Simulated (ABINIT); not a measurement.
```yaml
crystal:
  lattice:
    - [-3.35347, 3.35347, 2.92716]
    - [3.35347, -3.35347, 2.92716]
    - [3.35347, 3.35347, -2.92716]
  atoms:
    - { symbol: Ba, position: [0.00000, 0.00000, 0.00000] }
    - { symbol: P, position: [0.27381, 0.50000, 0.77381] }
    - { symbol: P, position: [0.72619, 0.50000, 0.22619] }
    - { symbol: P, position: [0.50000, 0.72619, 0.22619] }
    - { symbol: P, position: [0.50000, 0.27381, 0.77381] }
    - { symbol: Pd, position: [0.75000, 0.25000, 0.50000] }
    - { symbol: Pd, position: [0.25000, 0.75000, 0.50000] }
```

Computed with LDA (PW92), PAW (JTH v2.0 LDA PAW) (plane waves; ABINIT).

The set-up and first iterations of an ABINIT log for BaP4Pd2 (I4/mmm, 7 atoms in the cell):

```
 Symmetries : space group I4/m m m (#139); Bravais tI (body-center tetrag.)

 -outvars: echo values of preprocessed input variables --------
            acell      1.8897261329E+00  1.8897261329E+00  1.8897261329E+00 Bohr
             ecut      2.40000000E+01 Hartree
           enunit           2
              ixc       -1012
         kptrlatt        6    0    0      0    6    0      0    0    6
          kptrlen      6.31901558E+01
            natom           7
            nband          42
            ngfft          48      48      48
          ngfftdg          72      72      72
             nkpt          30
            nstep         100
             nsym          16
           ntypat           3
           occopt           3
        pawecutdg      4.80000000E+01 Hartree
         pawxcdev           0
            rprim     -3.3534720000E+00  3.3534720000E+00  2.9271570000E+00
   [... lines left out ...]
                       5.0000000000E-01  7.2619000000E-01  2.2619000000E-01
                       5.0000000000E-01  2.7381000000E-01  7.7381000000E-01
                       7.5000000000E-01  2.5000000000E-01  5.0000000000E-01
                       2.5000000000E-01  7.5000000000E-01  5.0000000000E-01
            znucl       56.00000   15.00000   46.00000

== DATASET  1 ==================================================================

 Real(R)+Recip(G) space primitive vectors, cartesian coordinates (Bohr,Bohr^-1):
 R(1)= -6.3371437  6.3371437  5.5315251  G(1)=  0.0000000  0.0788999  0.0903910
 R(2)=  6.3371437 -6.3371437  5.5315251  G(2)=  0.0788999  0.0000000  0.0903910
 R(3)=  6.3371437  6.3371437 -5.5315251  G(3)=  0.0788999  0.0788999  0.0000000
 Unit cell volume ucvol=  8.8857069E+02 bohr^3
 Angles (23,13,12)=  1.06013449E+02  1.06013449E+02  1.16633002E+02 degrees

 Coarse grid specifications (used for wave-functions):

 getcut: wavevector=  0.0000  0.0000  0.0000  ngfft=  48  48  48
         ecut(hartree)=     24.000   => boxcut(ratio)=   2.06743

 Fine grid specifications (used for densities):

 getcut: wavevector=  0.0000  0.0000  0.0000  ngfft=  72  72  72
         ecut(hartree)=     48.000   => boxcut(ratio)=   2.19206

   1.00103825E+04                                ecore*ucvol(ha*bohr**3)

_setup2: Arith. and geom. avg. npw (full set) are    4990.190    4990.178
--- !BeginCycle
solver: {iscf: 17, nstep: 100, nline: 4, wfoptalg: 10, }
tolerances: {tolvrs: 1.00E-11, }
...

     iter   Etot(hartree)      deltaE(h)  residm     nres2
 ETOT  1  -291.15173109678    -2.912E+02 7.064E+01 2.759E+02
 ETOT  2  -311.55637858623    -2.040E+01 4.170E-02 1.673E+02
 ETOT  3  -311.20898715537     3.474E-01 7.496E-02 3.996E+01
 ETOT  4  -311.21942512273    -1.044E-02 1.222E-02 2.441E+01
 ETOT  5  -311.17300807197     4.642E-02 1.230E-02 5.610E+00
```

Problem. Will this run converge, and how will it end?

Solution. The run converged in 25 iterations. Its thresholds were met; that alone does not show that basis and mesh suffice. It ends on: free energy E − TS -8467.12 eV; Fermi level (on the code's own zero) 8.44 eV; pressure 1.63 GPa; largest force (vector length) 0.606 eV/Å. The log goes on:

```
   [... 16 lines left out ...]
 ETOT 22  -311.16079077006     5.684E-13 3.972E-05 2.311E-09
 ETOT 23  -311.16079077005     5.457E-12 6.319E-05 2.899E-11
 ETOT 24  -311.16079077005    -2.331E-12 3.274E-05 2.608E-11
 ETOT 25  -311.16079077005    -8.527E-13 5.114E-05 8.071E-12
 At SCF step   25       nres2   =  8.07E-12 < tolvrs=  1.00E-11 =>converged.

 Cartesian components of stress tensor (hartree/bohr^3)
  sigma(1 1)= -8.05021258E-05  sigma(3 2)=  0.00000000E+00
  sigma(2 2)= -8.05021258E-05  sigma(3 1)=  0.00000000E+00
  sigma(3 3)= -5.41861953E-06  sigma(2 1)=  0.00000000E+00

 ----iterations are completed or convergence reached----

 reduced coordinates (array xred) for    7 atoms
       0.000000000000      0.000000000000      0.000000000000
       0.273810000000      0.500000000000      0.773810000000
       0.726190000000      0.500000000000      0.226190000000
       0.500000000000      0.726190000000      0.226190000000
       0.500000000000      0.273810000000      0.773810000000
       0.750000000000      0.250000000000      0.500000000000
       0.250000000000      0.750000000000      0.500000000000
 cartesian forces (eV/Angstrom) at end:
    1     -0.00000000000000    -0.00000000000000    -0.00000000000000
   [... lines left out ...]
 Fermi (or HOMO) energy (hartree) =   0.31025   Average Vxc (hartree)=  -0.40224
 Fermi (or HOMO) energy (eV) =   8.44237   Average Vxc (eV)= -10.94551
   [... lines left out ...]
local_psp           : -2.02830009804009E+02
internal            : -3.11156557041369E+02
'-kT*entropy'       : -4.23616283002440E-03
total_energy        : -3.11160793204199E+02
total_energy_eV     : -8.46711578606154E+03
...

-Cartesian components of stress tensor (GPa)         [Pressure=  1.6321E+00 GPa]
- sigma(1 1)= -2.36845391E+00  sigma(3 2)=  0.00000000E+00
- sigma(2 2)= -2.36845391E+00  sigma(3 1)=  0.00000000E+00
- sigma(3 3)= -1.59421264E-01  sigma(2 1)=  0.00000000E+00

 Calculation completed.
```

For comparison: a first run was changed to give this one (lattice scaled by 0.98), and from it to this one the free energy falls by 11.3 meV/atom, the pressure goes from -4.53 to 1.63 GPa and the largest force goes from 0.444 to 0.606 eV/Å.

The starting cell comes from a database of computed structures (which also holds hypothetical and non-ambient phases and stackings), without a prior relaxation at this level. For this run, on top of that: lattice scaled by 0.98. Spin polarisation is off.

The run was DFT, LDA (PW92), plane waves, PAW (JTH v2.0 LDA PAW). Main settings of its input:

```
setting                                                        value
----------  --------------------------------------------------------
pseudos     [Ba.LDA_PW-JTH.xml, P.LDA_PW-JTH.xml, Pd.LDA_PW-JTH.xml]
ecut                                                           24 Ha
pawecutdg                                                      48 Ha
pawxcdev                                                           0
occopt                                                             3
tsmear                                                      0.136 eV
ngkpt                                                          6 6 6
nshiftk                                                            1
shiftk                                                         0 0 0
potentials                                          JTH v2.0 LDA PAW
nband                                                             42
kptopt                                                             1
```
